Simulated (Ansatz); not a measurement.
## A computed series for hypothetical Fm-3m WSe2: element substitutions

Take WSe₂ (space group Fm-3m, No. 225; ferromagnetic; a hypothetical phase, not in the database extracts checked) as the base.

```xyz
3
Lattice="0.0000 3.1328 3.1328 3.1328 0.0000 3.1328 3.1328 3.1328 0.0000" Properties=species:S:1:pos:R:3 pbc="T T T"
W      0.0000     0.0000     0.0000
Se     1.5664     1.5664     1.5664
Se     4.6993     4.6993     4.6993
```

Each row replaces one element on all its sites; cell and atoms are relaxed.

All numbers come from PBE (Ansatz, an electronic-structure program, PAW, no spin-orbit coupling), earlier PAW set.

| case | band gap | lattice parameter a |
|---|---|---|
| base | zero | 6.266 Å |
| Se → I | 0.60 eV | 6.735 Å |
| W → Mo | zero | 6.278 Å |
| W → Os | zero | 6.067 Å |
| Se → Ge | zero | 6.127 Å |

The magnetic state is the one reached from the starting moments; the real material's order can differ, and small cells can't hold many antiferromagnetic ones. With I and W present, leaving out spin-orbit coupling can change the band edges. No phonon test of stability was made. As relaxed here, WI2, MoSe2, OsSe2 and WGe2 are hypothetical phases, not in the database extracts checked. Spin-polarised in the final run: base and MoSe2; the other runs are not. WGe2 has a high density of states at the Fermi level and may be magnetic at this level. A zero or small gap of OsSe2 can be the functional's error rather than a property of the material.
